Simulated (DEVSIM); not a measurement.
Device: Pd/SiO2/p-Ge capacitor, at 300 K.

```csv
layer (left to right),material,thickness (nm),Na (cm⁻³)
1,SiO2,1.40,-
2,Ge,620,9.3e17
```

Metal gate on the left, work function 5.2 eV. Fixed charge at the semiconductor interface 0 cm⁻² (in units of +e); no interface traps.

Constants are typed, rounded textbook-type inputs, not results; the design itself was drawn at random and stands for no fabricated device. Values at 300 K.

```tsv
parameter	SiO2	Ge
gap (eV)	9	0.664
affinity (eV)	0.9	4
permittivity	3.9	16
Nc (cm⁻³)	-	1.04e19
Nv (cm⁻³)	-	6e18
```

Model (solved in DEVSIM): 1D Poisson equation in equilibrium, Boltzmann statistics, complete ionisation; no quantum confinement or tunnelling. Metal contacts follow the ideal Schottky-Mott rule: no Fermi-level pinning, no interface dipoles.

The substrate doping was swept, all else fixed.

```csv
substrate doping (cm^-3),flat-band voltage (V),minimum of the low-frequency capacitance (μF/cm²),threshold voltage (band bending 2φF) (V)
4.6e16,0.66,0.133,1.10
9.3e16,0.64,0.174,1.13
1.9e17,0.63,?,?
4.6e17,0.60,0.323,1.25
9.3e17,0.58,0.422,1.33
1.9e18,0.57,0.545,1.44
```

Complete the blanks.


- 1.9e17, minimum of the low-frequency capacitance (μF/cm²): 0.232
- 1.9e17, threshold voltage (band bending 2φF) (V): 1.18
